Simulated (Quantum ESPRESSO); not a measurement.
Input and output of a self-consistent single point for CuPd (P4mm, 2 atoms in the cell) (Quantum ESPRESSO).

Level of theory: PBEsol, GBRV 1.5 ultrasoft (PBESOL) pseudopotentials (plane waves; Quantum ESPRESSO).

```
CELL_PARAMETERS angstrom
      2.96552     0.00000     0.00000
      0.00000     2.96552     0.00000
      0.00000     0.00000     2.96552
ATOMIC_POSITIONS crystal
  Cu 0.00000 0.00000 0.01686
  Pd 0.50000 0.50000 0.50000
```

Reference input (self-consistent single point, DFT, PBEsol, plane waves, GBRV 1.5 ultrasoft (PBESOL) pseudopotentials): ecutwfc = 50 Ry; ecutrho = 400 Ry; occupations = smearing; smearing = gauss; degauss = 0.0073499 Ry; potentials = {Cu: cu_pbesol_v1.2.uspp.F.UPF, Pd: pd_pbesol_v1.4.uspp.F.UPF}; K_POINTS = automatic 7 7 7 0 0 0; conv_thr = 1e-10 Ry. This run's input differs from it in these lines:

```diff
@@ -16,4 +16,4 @@
    occupations = 'smearing'
-   smearing = 'gauss'
-   degauss = 0.0073499
+   smearing = 'mp'
+   degauss = 0.0036749
 /
@@ -29,3 +29,3 @@
 K_POINTS automatic
-7 7 7  0 0 0
+12 12 12  0 0 0
 CELL_PARAMETERS angstrom
```

Log, with long lists cut:

```
     Self-consistent Calculation

     iteration #  1     ecut=    50.00 Ry     beta= 0.70

---- Real-time Memory Report at c_bands before calling an iterative solver
           126 MiB given to the printing process from OS
            93 MiB allocation reported by mallinfo(arena+hblkhd)
------------------

     negative rho (up, down):  7.334E-02 0.000E+00

     total energy              =    -599.87256727 Ry
     estimated scf accuracy    <       4.30245216 Ry

     iteration #  2     ecut=    50.00 Ry     beta= 0.70

---- Real-time Memory Report at c_bands before calling an iterative solver
   [... lines left out ...]
           198 MiB given to the printing process from OS
           102 MiB allocation reported by mallinfo(arena+hblkhd)
------------------

     negative rho (up, down):  7.651E-02 0.000E+00

     total energy              =    -602.16902870 Ry
     estimated scf accuracy    <          4.6E-10 Ry

     iteration # 12     ecut=    50.00 Ry     beta= 0.70

---- Real-time Memory Report at c_bands before calling an iterative solver
           198 MiB given to the printing process from OS
           102 MiB allocation reported by mallinfo(arena+hblkhd)
------------------

     negative rho (up, down):  7.651E-02 0.000E+00
     End of self-consistent calculation

     the Fermi energy is    17.3961 ev

!    total energy              =    -602.16902870 Ry
     estimated scf accuracy    <          3.3E-11 Ry
     smearing contrib. (-TS)   =       0.00001212 Ry
     internal energy E=F+TS    =    -602.16904082 Ry

     convergence has been achieved in  12 iterations

     negative rho (up, down):  7.651E-02 0.000E+00

     Forces acting on atoms (cartesian axes, Ry/au):

     atom    1 type  1   force =     0.00000000    0.00000000   -0.01428545
     atom    2 type  2   force =     0.00000000    0.00000000    0.01428545

     Total force =     0.020203     Total SCF correction =     0.000003

     negative rho (up, down):  7.651E-02 0.000E+00
          total   stress  (Ry/bohr**3)                   (kbar)     P=       -7.46
  -0.00004540   0.00000000   0.00000000           -6.68        0.00        0.00
   0.00000000  -0.00004540   0.00000000            0.00       -6.68        0.00
   0.00000000   0.00000000  -0.00006139            0.00        0.00       -9.03

   JOB DONE.
```

The run converged in 12 iterations. Against the reference run the free energy drops by 3.1 meV/atom, the pressure hardly changes (-0.77 to -0.75 GPa) and the largest force hardly changes (0.376 to 0.367 eV/Å).

The starting cell comes from a database of computed structures (which also holds hypothetical and non-ambient phases and stackings), without a prior relaxation at this level. Its lattice was rescaled by up to half a per cent. One atom was moved a little off its site on purpose. Spin polarisation is off.

Cost on one core of a shared machine: roughly 90 s.
